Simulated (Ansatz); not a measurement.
Start from Au in the fcc (Cu type) structure (space group Fm-3m, No. 225; relaxed with 0.1 eV smearing).

```xyz
1
Lattice="0.0000 2.0415 2.0415 2.0415 0.0000 2.0415 2.0415 2.0415 0.0000" Properties=species:S:1:pos:R:3 pbc="T T T"
Au     0.0000     0.0000     0.0000
```

The values are results of PBEsol in Ansatz (plane waves to 420 eV, PAW, scalar-relativistic without spin-orbit coupling), not measurements.

Base values:

The pressure comes out as 0.0 GPa.

One thing is altered: every lattice vector is shortened by 2.00 %; the atoms relax in the strained cell.

**Question.** Predict the new energy relative to the base.

**Answer.** The energy rises by 37 meV/atom.

**Question.** Predict the new pressure.

**Answer.** The pressure goes from zero to 12.6 GPa.

Stability against distortions was not tested.

Ansatz is an electronic-structure program.
